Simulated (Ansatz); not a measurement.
Consider YN in the rock salt structure (space group Fm-3m, No. 225; a = 4.8957 Å).

Level of theory: DFT with r2SCAN, PAW potentials and a 500 eV plane-wave cutoff in Ansatz (a quantum-chemistry and plane-wave program), scalar-relativistic without spin-orbit coupling.

Before the change:

Shortest interatomic distance: 244.8 pm
Band gap: 0.58 eV
Hole mass: 0.17, 1.1, 1.1 mₑ (at Γ)

It is then changed as follows: a hydrostatic pressure of 30 GPa.

Q: Predict the new shortest interatomic distance, band gap and hole mass.

A: The shortest interatomic distance shrinks by 10.7 pm (244.8 pm → 234.1 pm); the band gap drops by 0.27 eV to 0.31 eV; the hole mass (degenerate bands, along [100]) changes from 0.17, 1.1, 1.1 mₑ (at Γ) to 0.16, 1.0, 1.0 mₑ (at Γ).

Load acts through the strain it causes; cell and atoms are relaxed under it. Effective masses come from finite differences of ±0.01 Å⁻¹. Whether these cells are dynamically stable was not tested. No other phases were tried under pressure.
